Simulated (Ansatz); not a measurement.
Checking a run of Ansatz (a program for electronic structure) on Ga2Cu (P1, 3 atoms in the cell). The aim is a self-consistent single point with DFT, PBEsol, plane waves, default PAW files made with PBE.

Cell that was meant: a = 2.8300 Å, b = 2.8300 Å, c = 5.8390 Å, α = 90.00°, β = 90.00°, γ = 90.00°.

Part of the input:

Ansatz 0.2 input:
```yaml
  xc: pbesol
  pseudopotentials: { kind: paw }
scf:
  occupations: { method: fermi_dirac, width: 1.0 }
output:
  forces: true
  eigenvalues: true
```

Log, with long lists cut:

```
WARN basis.ecutwfc = 420 eV, the default
   [... lines left out ...]
PAW frozen core: Cu, regenerated for the run's functional, and the local potential with it
Initial density: superposition of atomic densities (neutral atoms: chi_scale 0, normalization atom), corrected by the library's trained network
Initial wavefunctions: pseudopotential atomic-orbital guess
Eigensolver: davidson
Functional: x = pbesol(κ = 0.804, μ = 0.12345679012345678), c = pbesol(β = 0.046)
SCF iter   1: F=—  HF=-14077.274606 eV  |F-HF|=—  |Δ(HF+E_count)|=         —  Δρ=4.63e-2  dr2=9.22e-1  ethr=1.77e-3  ⟨swp⟩=6.9  Hψ=63886  notcnv=0
all-band conjugate gradients solve this SCF's bands
preconditioner: auto → Kerker (q_TF=auto, 2.711 Å⁻¹)
SCF iter   2: F=—  HF=-14077.199700 eV  |F-HF|=—  |Δ(HF+E_count)|=   7.49e-2  Δρ=1.60e-2  dr2=1.83e-1  ethr=1.77e-3  ⟨swp⟩=1.0  Hψ=19184  notcnv=0
   [... lines left out ...]
SCF iter   7: F=—  HF=-14077.170639 eV  |F-HF|=—  |Δ(HF+E_count)|=   4.98e-5  Δρ=1.14e-4  dr2=1.17e-5  ethr=1.43e-7  ⟨swp⟩=2.1  Hψ=21193  notcnv=0
SCF iter   8: F=—  HF=-14077.170636 eV  |F-HF|=—  |Δ(HF+E_count)|=   3.50e-6  Δρ=3.91e-5  dr2=1.04e-6  ethr=2.60e-8  ⟨swp⟩=1.1  Hψ=15719  notcnv=0
SCF iter   9: F=-14077.170636 eV  HF=-14077.170636 eV  |F-HF|=5.35e-9  |Δ(HF+E_count)|=   1.30e-7  Δρ=7.62e-6  dr2=2.97e-8  ethr=2.22e-10  ⟨swp⟩=3.2  Hψ=57303  notcnv=0
SCF 1 converged in 9 iterations: F = -14077.170636 eV  dr2 = 2.97e-8
Free energy (F): -14077.170636 eV
Internal energy: -14073.197540 eV  (E = F + TS)
E sigma→0 (E₀):  -14075.184088 eV
Entropy (-TS):   -3.973095 eV (-1324.365 meV/atom)
Fermi energy:    12.283464 eV
--- Forces (eV/Å), atoms counted from 1 ---
  atom   1  Ga    -0.02956573    -0.04287662    -0.62352941
  atom   2  Ga    -0.01108464    -0.04640359     0.50944389
  atom   3  Cu     0.04064847     0.08927631     0.11408293
--- Stress (GPa, compression-positive) ---
        2.404593       0.037076      -0.332634
        0.037076       2.389480      -0.050974
       -0.332634      -0.050974       6.863303
  P = ⅓ Tr σ = 3.8858 GPa (38.858 kbar)
  The stress holds the Pulay correction. Without it, at fixed plane waves, as pw.x and ABINIT print it: P = 3.8268 GPa
```

Task: Is this run sound? If not, what is wrong?

Result: The run is not sound. The fault is a smearing width that is far too large. A width of many tenths of an electronvolt moves electrons far across the Fermi level or the gap, and the free energy and its derivatives carry a large smearing term. To fix it, use a width small against the gap or band features. The run converged in 9 iterations without an error; against the sound input the free energy drops by 578 meV/atom, the pressure goes from -3.73 to 3.89 GPa and the largest force goes from 0.861 to 0.626 eV/Å.

An input that runs soundly differs in these lines (not the only fix; some lines may just follow from the change or write a value another way):
```diff
-  occupations: { method: fermi_dirac, width: 1.0 }
+  occupations: { method: fermi_dirac, width: 0.1 }
```

With that input, the run converged in 8 iterations: free energy E − TS (on the zero of these files) -14075.4378 eV; Fermi level (on the code's own zero) 12.18 eV; pressure -3.73 GPa; largest force (vector length) 0.861 eV/Å (DFT, PBEsol, plane waves, default PAW files made with PBE).

On the sound input: the starting cell comes from a database of published, mostly measured structures (it also holds non-ambient and calculated ones), without a prior relaxation at this level. Its atoms were displaced at random from the sites of space group no. 123. Spin polarisation is off. With a pressure of about -4 GPa the cell is away from its equilibrium volume at this level. Ansatz's pressure includes its estimate of the finite-basis (Pulay) stress.
